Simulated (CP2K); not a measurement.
Band structure of MgAl3 (I4/mmm, 4 atoms in the cell).

```xyz
4
Lattice="5.0344 0.0000 0.0000 1.7102 4.7351 0.0000 -3.3723 -2.3675 2.8927" Properties=species:S:1:pos:R:3 pbc="T T T"
Mg     0.0000     0.0000     0.0000
Al     3.3723     2.3675     0.0000
Al     0.8551     2.3675     1.4464
Al     2.5172     0.0000     1.4464
```

Method: CP2K with PBEsol, GPW, DZVP-MOLOPT-SR-GTH basis, GTH-PBE potentials (GTH_POTENTIALS).

Settings: CUTOFF = 1000 Ry; REL_CUTOFF = 60 Ry; SMEAR/METHOD = GAUSSIAN; SIGMA = 0.1 eV; KPOINTS/SCHEME = MONKHORST-PACK 8 8 8; GAMMA_CENTERED = T; XC_FUNCTIONAL = PBE:PBESOL; Mg/BASIS_SET = DZVP-MOLOPT-SR-GTH-q10; Mg/POTENTIAL = GTH-PBE-q10; Al/BASIS_SET = DZVP-MOLOPT-SR-GTH-q3; Al/POTENTIAL = GTH-PBE-q3; METHOD = GPW; EPS_DEFAULT = 1e-10; EXTRAPOLATION = USE_GUESS.

The starting cell comes from a database of computed structures (which also holds hypothetical and non-ambient phases and stackings), without a prior relaxation at this level. Values carry the incompleteness of an atom-centred basis. The potentials were made for another functional than the one used.

Levels in eV from the Fermi level, bands 7 to 12:
| point | 7 | 8 | 9 | 10 | 11 | 12 |
|---|---|---|---|---|---|---|
| Γ | -1.09 | -0.56 | -0.56 | 0.13 | 0.13 | 0.60 |
| X | -4.12 | -4.12 | -3.81 | -2.79 | 1.55 | 2.12 |
| Y | -5.83 | -4.87 | -1.80 | -0.97 | 1.80 | 2.39 |
| S | -6.31 | -1.12 | 0.28 | 0.84 | 2.33 | 2.63 |
| Z | -2.26 | -2.26 | -1.21 | -0.31 | 5.55 | 5.95 |
| S1 | -6.31 | -1.12 | 0.28 | 0.84 | 2.33 | 2.63 |
| N | -3.35 | -3.25 | 0.00 | 0.59 | 1.53 | 2.23 |
| P | -5.56 | -4.80 | -1.38 | -1.38 | -1.05 | -0.49 |
| Y1 | -5.83 | -4.87 | -1.80 | -0.97 | 1.80 | 2.39 |

Bands cross the Fermi level along this path, so the cell is metallic at this level.

Higher empty bands are left out: an atom-centred basis made for the valence describes them poorly.
